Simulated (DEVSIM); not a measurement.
Structure: abrupt Si p-n junction, at 350 K.

| layer (left to right) | material | thickness (μm) | Nd (cm⁻³) | Na (cm⁻³) | τn (s) | τp (s) |
|---|---|---|---|---|---|---|
| 1 | Si | 0.140 | - | 3.2e15 | 8.8e-7 | 8.8e-7 |
| 2 | Si | 14.0 | 3.9e14 | - | 8.8e-7 | 8.8e-7 |

Left contact: ohmic. Right contact: ohmic. Voltage is applied to the left contact. Recombination: SRH at mid-gap. Mobility is μmin + (μ − μmin)/(1 + (N/Nref)^α).

The device is made up for the run: typed textbook-type constants, with dimensions and the other settings drawn at random. Values at 300 K; Nc and Nv go as T^1.5, mobilities as T to minus their exponent, the gap by Varshni's rule with the affinity fixed.

```csv
parameter,Si
gap (eV),1.124
affinity (eV),4.05
permittivity,11.7
Nc (cm⁻³),2.86e19
Nv (cm⁻³),3.1e19
μn (cm²/Vs),1417
μp (cm²/Vs),470
"μn,min",52
"μp,min",45
"Nref,n",9.7e16
"Nref,p",2.2e17
αn,0.68
αp,0.72
T exponent of μn,2.3
T exponent of μp,2.2
Varshni α (eV/K),0.000473
Varshni β (K),636
```

Simulated with DEVSIM: 1D drift-diffusion, Boltzmann statistics, complete ionisation; no tunnelling, impact ionisation, image-force lowering or self-heating.

Question: Tabulate band edges, carrier densities and field at -20.0 V on the left contact.

Answer: Energies count from the Fermi level of the right contact; mesh points crowd at the junctions.

```tsv
x (μm)	Ec (eV)	Ev (eV)	n (cm⁻³)	p (cm⁻³)	field (V/cm)
0.000	20.827	19.716	4.5e7	3.2e15	-42000
0.01965	20.743	19.632	4.4e7	2.0e14	-43000
0.04738	20.622	19.511	4.2e7	3.6e12	-44000
0.08813	20.437	19.327	4.1e7	7.9e9	-46000
0.1261	20.258	19.147	3.9e7	3.1e7	-48000
0.1431	20.175	19.064	3.6e7	1.2e7	-49000
0.1681	20.053	18.942	3.7e7	1.0e7	-49000
0.2385	19.712	18.601	3.7e7	1.0e7	-48000
0.3509	19.172	18.062	3.7e7	1.0e7	-48000
0.5485	18.243	17.132	3.9e7	1.0e7	-46000
0.9453	16.448	15.338	4.1e7	1.0e7	-44000
2.065	11.897	10.786	4.9e7	1.0e7	-37000
3.703	6.598	5.487	6.9e7	9800000	-27000
6.994	0.847	-0.264	3.0e8	7500000	-7600
11.05	0.345	-0.766	3.9e14	1.7e8	≈ 0
12.54	0.345	-0.766	3.9e14	2.7e8	≈ 0
13.28	0.345	-0.766	3.9e14	3.1e8	≈ 0
13.70	0.345	-0.766	3.9e14	3.4e8	≈ 0
13.97	0.345	-0.766	3.9e14	3.6e8	≈ 0
14.06	0.345	-0.766	3.9e14	3.6e8	≈ 0
14.11	0.345	-0.766	3.9e14	3.6e8	≈ 0
14.14	0.345	-0.766	3.9e14	3.7e8	≈ 0
```
